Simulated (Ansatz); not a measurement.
B20 (FeSi-type) MnSi was calculated with PBEsol in Ansatz (PAW).

Run with plane-wave cutoff 520 eV, 14×14×14 k mesh, Fermi–Dirac smearing 0.018 eV (set by the program), spin-polarised with parallel moments, scalar-relativistic PAW data made under PBE.

Computed at the level's own relaxed cell.

Elastic tensor (GPa, Voigt notation, ions relaxed):

```
  403.6   117.6   117.6     0.0     0.0     0.0
  117.6   403.6   117.6     0.0     0.0     0.0
  117.6   117.6   403.6     0.0     0.0     0.0
    0.0     0.0     0.0   156.6     0.0     0.0
    0.0     0.0     0.0     0.0   156.6     0.0
    0.0     0.0     0.0     0.0     0.0   156.6
```

Worked from these constants: the tetragonal shear constant is C′ = (C11 − C12)/2 = 143.0 GPa against C44 = 156.6 GPa, so the tetragonal shear is the softer. The Zener ratio C44/C′ is 1.10 (1 for an isotropic solid), and the Cauchy pressure C12 − C44 is -39.0 GPa. With C11 + 2C12 = 638.8 GPa all three Born conditions hold; they don't test modes at the zone boundary.

Note: the collinear magnetic order is the start's and need not be the measured one.

Computed values are for the static lattice.

Ansatz is an electronic-structure program.
